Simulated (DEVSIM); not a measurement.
Device: abrupt Si p-n junction, at 400 K.

Layer 1 from the left is Si, thickness (μm) 19.0, Na (cm⁻³) 4e15, τn (s) 8.4e-5, τp (s) 8.4e-5. Layer 2 from the left is Si, thickness (μm) 21.0, Nd (cm⁻³) 1.3e16, τn (s) 8.4e-5, τp (s) 8.4e-5.

Left contact: ohmic. Right contact: ohmic. Voltage is applied to the left contact. Recombination: SRH at mid-gap, radiative. Mobility is μmin + (μ − μmin)/(1 + (N/Nref)^α).

The device is made up for the run: typed textbook-type constants, with dimensions and the other settings drawn at random. Values at 300 K; Nc and Nv go as T^1.5, mobilities as T to minus their exponent, the gap by Varshni's rule with the affinity fixed.

Si: gap (eV) 1.124, affinity (eV) 4.05, permittivity 11.7, Nc (cm⁻³) 2.86e19, Nv (cm⁻³) 3.1e19, μn (cm²/Vs) 1417, μp (cm²/Vs) 470, μn,min 52, μp,min 45, Nref,n 9.7e16, Nref,p 2.2e17, αn 0.68, αp 0.72, T exponent of μn 2.3, T exponent of μp 2.2, B (cm³/s) 4.7e-15, Varshni α (eV/K) 0.000473, Varshni β (K) 636.

Model (solved in DEVSIM): 1D drift-diffusion, Boltzmann statistics, complete ionisation; no tunnelling, impact ionisation, image-force lowering or self-heating.

Problem. What does the simulation give for the dark forward voltage at 100 A/cm², the largest field in the device at zero bias, the dark forward voltage at 1 A/cm²?

Solution. dark forward voltage at 100 A/cm² 0.730 V; largest field in the device at zero bias 20000 V/cm; dark forward voltage at 1 A/cm² 0.383 V.
